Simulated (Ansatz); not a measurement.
**TiAl under load (space group P4/mmm): band-structure transport figures**

Input:

```yaml
crystal:
  lattice:
    - [2.75597, 0.00000, 0.00000]
    - [0.00000, 2.75597, 0.00000]
    - [0.00000, 0.00000, 3.99716]
  atoms:
    - { symbol: Ti, position: [0.50000, 0.50000, 0.50000] }
    - { symbol: Al, position: [0.00000, 0.00000, 0.00000] }
```

Calculation: PBEsol, rigid bands (plane waves, PAW, scalar-relativistic; Ansatz, a first-principles code). Condition of this run: hydrostatic pressure 5 GPa (the target of the relaxation). Cell: cell and atoms relaxed with PBEsol, then loaded as said.

```yaml
density of states at the Fermi level: 1.73 states/(eV·cell), both spins
bare Sommerfeld coefficient: 2.0 mJ/(mol of atoms·K²)
drude_plasma_energy: 5.2 (x), 5.2 (y), 4.8 (z) eV
root-mean-square Fermi velocity: 4.2e5 m/s
resistivity times τ: 17.8 (x), 17.8 (y), 22 (z) ×10⁻²² Ω·m·s
```

A metal at this level (no band gap); rigid bands, thermally averaged at 300 K, both spins. Spin-orbit coupling is left out. τ is one relaxation time for all states.
